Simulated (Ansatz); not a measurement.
The reference is Hf in the hcp (Mg type) structure (space group P6_3/mmc, No. 194; a = 3.159 Å, c = 5.000 Å).

Levels (all Ansatz, an electronic-structure program, PAW): PBEsol (420 eV, no spin-orbit coupling); PBEsol+SOC (420 eV, spin-orbit coupling included).

The geometry is relaxed with PBEsol.

| Property | Value |
|---|---|
| PBEsol pressure | 0.0 GPa |

Question: How does going to PBEsol+SOC change the pressure?

Answer: The pressure goes from zero to -0.3 GPa.

Single points use the geometry relaxed with PBEsol. Differences between runs with and without spin-orbit coupling are approximate. Stability against distortions was not tested. The runs without spin-orbit coupling are not spin-polarised.
